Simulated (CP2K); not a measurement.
Band structure of Mg14CdNi (P-6m2, 16 atoms in the cell).

```
CELL_PARAMETERS angstrom
      6.29048     0.00000     0.00000
     -3.14524     5.44771     0.00000
      0.00000     0.00000     9.87210
ATOMIC_POSITIONS crystal
  Mg 0.99640 0.49820 0.00000
  Mg 0.50180 0.00360 0.00000
  Mg 0.50180 0.49820 0.00000
  Mg 0.00027 0.50013 0.50000
  Mg 0.49987 0.99973 0.50000
  Mg 0.49987 0.50013 0.50000
  Mg 0.16065 0.83935 0.24148
  Mg 0.67870 0.83935 0.75852
  Mg 0.16065 0.32130 0.24148
  Mg 0.16065 0.83935 0.75852
  Mg 0.67870 0.83935 0.24148
  Mg 0.16065 0.32130 0.75852
  Mg 0.66667 0.33333 0.25168
  Mg 0.66667 0.33333 0.74832
  Cd 0.00000 0.00000 0.50000
  Ni 0.00000 0.00000 0.00000
```

Level of theory: LDA (Pade form), GPW, DZVP-MOLOPT-SR-GTH basis, GTH-PADE potentials (GTH_POTENTIALS) (CP2K).

Settings: CUTOFF = 1000 Ry; REL_CUTOFF = 50 Ry; SMEAR/METHOD = FERMI_DIRAC; ELECTRONIC_TEMPERATURE = 1160.45 K; KPOINTS/SCHEME = MONKHORST-PACK 6 6 3; GAMMA_CENTERED = T; XC_FUNCTIONAL = PADE; Mg/BASIS_SET = DZVP-MOLOPT-SR-GTH; Mg/POTENTIAL = GTH-PADE-q10; Cd/BASIS_SET = DZVP-MOLOPT-SR-GTH; Cd/POTENTIAL = GTH-PADE-q12; Ni/BASIS_SET = DZVP-MOLOPT-SR-GTH; Ni/POTENTIAL = GTH-PADE-q18; METHOD = GPW.

The starting cell comes from a database of computed structures (which also holds hypothetical and non-ambient phases and stackings), without a prior relaxation at this level. Spin polarisation is off. Values carry the incompleteness of an atom-centred basis.

Levels in eV from the Fermi level, bands 82 to 87:
```json
[
 {"point": "Γ", "82": "-1.19", "83": "-1.19", "84": "-1.17", "85": "-0.91", "86": "-0.91", "87": "-0.44"},
 {"point": "M", "82": "-0.80", "83": "-0.31", "84": "0.04", "85": "0.39", "86": "0.65", "87": "1.44"},
 {"point": "K", "82": "-0.37", "83": "0.02", "84": "0.23", "85": "0.36", "86": "0.51", "87": "0.61"},
 {"point": "A", "82": "-1.21", "83": "-1.21", "84": "-0.80", "85": "-0.75", "86": "-0.75", "87": "0.92"},
 {"point": "L", "82": "-0.90", "83": "-0.27", "84": "-0.05", "85": "0.04", "86": "0.05", "87": "1.90"},
 {"point": "H", "82": "-0.99", "83": "-0.37", "84": "-0.23", "85": "-0.15", "86": "-0.14", "87": "0.19"}
]
```

Bands cross the Fermi level along this path, so the cell is metallic at this level.

Higher empty bands are left out: an atom-centred basis made for the valence describes them poorly.
